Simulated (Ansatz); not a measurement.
**OH on the 1x1 (10-10) surface of wurtzite GaN (cut with top plane Ga + N), one in a 1x1 cell, started at the site 'hollow Ga-Ga-N-N'**

Host crystal: wurtzite GaN, with a band gap (PBE, scalar-relativistic without spin-orbit coupling).

All values below come from PBE (plane waves to 420 eV, PAW; Ansatz, a program for electronic structure).

Set-up: 18 atoms, 9.3 Å thick at the start under the adsorbate (thin: gaps and levels are the slab's own); mesh 6x4x1; 0.01 eV smearing; dipole correction on; 8 atoms held, the rest relaxed; no symmetry held; spin-polarised, ending with about 1.0 μB a cell; orders that need a larger cell were not tried, no spin-orbit, no U, no dispersion correction. At the end it is bonded to Ga. In PBE it is, or lies within 0.03 eV of, the lowest of the starts that converged.

The adsorption energy against H2O(g) − ½ H2(g) comes out as 10.1 kcal/mol, the gap of the slab on its k-mesh comes out as 0.38 eV and the highest filled level below the top vacuum level comes out as 6.67 eV. The change of the step from the bottom to the top vacuum level, against the clean slab is 0.97 eV, the energy released by relaxation is 4.06 eV and the height of the binding atom over the mean of the host atoms within 0.3 Å of the top one comes out as 1.801 Å. The magnetic moment of the cell comes out as 1.00 μB and the nearest host atoms of the binding atom comes out as Ga at 1.83 Å, N at 3.00 Å, N at 3.23 Å. The largest move of a host atom comes out as 0.39 Å, the note is in the relaxation the adsorbate left its starting site by 2.2 Å and the cost comes out as around 29 core-minutes (rough).

A negative adsorption energy means that the adsorbate is more stable on the surface than in its reference.
